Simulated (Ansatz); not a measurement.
The starting structures come from a database of crystals and need not be the phases stable at ambient conditions.

Data:

```yaml
crystal:
  lattice:
    - [4.92779, 0.00000, 0.00000]
    - [0.00000, 6.41438, 0.00000]
    - [0.00000, 0.00000, 8.54838]
  atoms:
    - { symbol: Li, position: [0.00000, 0.50000, 0.00000] }
    - { symbol: Li, position: [0.50000, 0.00000, 0.00000] }
    - { symbol: Li, position: [0.50000, 0.00000, 0.50000] }
    - { symbol: Li, position: [0.00000, 0.50000, 0.50000] }
    - { symbol: Ta, position: [0.53779, 0.31283, 0.25000] }
    - { symbol: Ta, position: [0.46221, 0.68717, 0.75000] }
    - { symbol: Ta, position: [0.03779, 0.18717, 0.75000] }
    - { symbol: Ta, position: [0.96221, 0.81283, 0.25000] }
    - { symbol: O, position: [0.68792, 0.03406, 0.25000] }
    - { symbol: O, position: [0.31208, 0.96594, 0.75000] }
    - { symbol: O, position: [0.18792, 0.46594, 0.75000] }
    - { symbol: O, position: [0.81208, 0.53406, 0.25000] }
    - { symbol: O, position: [0.18197, 0.81795, 0.08047] }
    - { symbol: O, position: [0.81803, 0.18205, 0.91953] }
    - { symbol: O, position: [0.68197, 0.68205, 0.91953] }
    - { symbol: O, position: [0.31803, 0.31795, 0.08047] }
    - { symbol: O, position: [0.31803, 0.31795, 0.41953] }
    - { symbol: O, position: [0.68197, 0.68205, 0.58047] }
    - { symbol: O, position: [0.81803, 0.18205, 0.58047] }
    - { symbol: O, position: [0.18197, 0.81795, 0.41953] }
```

Space group of this cell: Pnma. The cell is taken as given; by PBEsol its mean pressure is -5.2 GPa.

All values below come from PBEsol (plane waves, PAW; Ansatz, a first-principles code).

The current runs along the normal of the first two printed vectors; no spin-orbit coupling. Scaled by the factor s: all lengths (ions clamped). Meshes 6×6×4 and 6×6 across the current in all rows.

| s | mean pressure (GPa) | band gap (eV) |
|---|---|---|
| 0.98 | 4.6 | 3.70 |
| 1.00 | -5.2 | 3.47 |
| 1.02 | -12.7 | ? |

Question: Take the slope of the band gap against ln s from the two given rows, extrapolate to s = 1.02, and say what the run there gives.

Answer: Slope = (3.70 − 3.47) / ln 0.98 = -11.4 eV. The line gives 3.47 + (-11.4) × ln 1.02 = 3.24 eV. The run gives 3.24 eV, as the line does.
